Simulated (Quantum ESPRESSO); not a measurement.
Band structure of Pt3Pb (Pm-3m, 4 atoms in the cell).

```yaml
crystal:
  lattice:
    - [4.03852, 0.00000, 0.00000]
    - [0.00000, 4.03852, 0.00000]
    - [0.00000, 0.00000, 4.03852]
  atoms:
    - { symbol: Pt, position: [0.00000, 0.50000, 0.50000] }
    - { symbol: Pt, position: [0.50000, 0.00000, 0.50000] }
    - { symbol: Pt, position: [0.50000, 0.50000, 0.00000] }
    - { symbol: Pb, position: [0.00000, 0.00000, 0.00000] }
```

Method of the run: PBEsol, GBRV 1.5 ultrasoft (PBESOL) pseudopotentials (plane waves; Quantum ESPRESSO 7.5).

Settings: ecutwfc = 40 Ry; ecutrho = 320 Ry; occupations = smearing; smearing = mp; degauss = 0.0036749 Ry; potentials = {Pt: pt_pbesol_v1.4.uspp.F.UPF, Pb: pb_pbesol_v1.uspp.F.UPF}; K_POINTS = automatic 8 8 8 1 1 1; nbnd = 43; conv_thr = 1e-10 Ry.

The starting cell comes from a database of published, mostly measured structures (it also holds non-ambient and calculated ones), without a prior relaxation at this level. Its lattice was rescaled by a random factor within 2.5 % of one. Spin-orbit coupling is off. Spin polarisation is off.

Levels in eV from the Fermi level, bands 28 to 35:
```
point     28     29     30     31     32     33    34    35
-----  -----  -----  -----  -----  -----  -----  ----  ----
Γ      -1.07  -1.07  -0.40   0.13   0.13   0.13  1.67  6.24
X      -2.41  -2.32  -1.10   0.13   1.16   4.15  4.15  5.63
M      -2.23  -2.05  -1.85  -1.53   0.91   0.91  4.82  7.12
R      -1.92  -1.92  -0.79  -0.31  -0.31  -0.31  0.04  3.62
```

Bands cross the Fermi level along this path, so the cell is metallic at this level.
